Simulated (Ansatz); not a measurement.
Take Pd in the fcc (Cu type) structure (space group Fm-3m, No. 225; a = 3.8757 Å) as the base.

Now apply this change: Rh takes the place of Pd on all its sites, then cell and atoms are relaxed.

Levels (all Ansatz, an electronic-structure program, PAW): PBEsol (420 eV, scalar-relativistic without spin-orbit coupling); PBEsol+SOC (420 eV, spin-orbit coupling included).

The geometry is relaxed with PBEsol.

* **PBEsol pressure**: 0.0 GPa

With PBEsol+SOC at the same geometry, the pressure goes from zero to 0.2 GPa.

Single points use the geometry relaxed with PBEsol. Differences between runs with and without spin-orbit coupling are approximate. Stability against distortions was not tested. The runs without spin-orbit coupling are not spin-polarised.
